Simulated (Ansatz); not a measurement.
H on the 1x1 (0001) surface of hcp Os, one in a 2x2 cell, energies for each (26.3 Å²). Energies are against ½ H2(g), without zero-point or thermal terms; each row is named by its start.

Level of theory: PBE (plane waves to 420 eV, PAW; Ansatz, a quantum-chemistry and plane-wave program).

Set-up: 17 atoms, 6.4 Å thick at the start under the adsorbate (thin: gaps and levels are the slab's own); mesh 6x6x1; 0.1 eV smearing; dipole correction on; 8 atoms held, the rest relaxed; each run with such symmetry as its start has; no spin, no spin-orbit, no U, no dispersion correction.

A negative adsorption energy means that the adsorbate is more stable on the surface than in its reference. Starts that drift may end in the same place. Heights count from the host atoms within 0.3 Å of the top one.

```json
[
 {"starting site": "top Os", "E_ads (eV)": "-0.32", "height (Å)": "1.70", "nearest host atom (Å)": "Os 1.65", "bonded to": "Os", "Δ work function (eV)": "0.04", "lateral drift (Å)": "0.0"},
 {"starting site": "hollow Os-Os-Os", "E_ads (eV)": "-0.53", "height (Å)": "1.05", "nearest host atom (Å)": "Os 1.93", "bonded to": "3 Os", "Δ work function (eV)": "-0.14", "lateral drift (Å)": "0.0"},
 {"starting site": "hollow Os-Os-Os over Os at depth 2.1 Å", "E_ads (eV)": "-0.49", "height (Å)": "1.03", "nearest host atom (Å)": "Os 1.93", "bonded to": "3 Os", "Δ work function (eV)": "-0.12", "lateral drift (Å)": "0.0"},
 {"starting site": "bridge Os-Os (span 2.8 Å)", "E_ads (eV)": "-0.53", "height (Å)": "1.06", "nearest host atom (Å)": "Os 1.93", "bonded to": "3 Os", "Δ work function (eV)": "-0.14", "lateral drift (Å)": "0.8"}
]
```
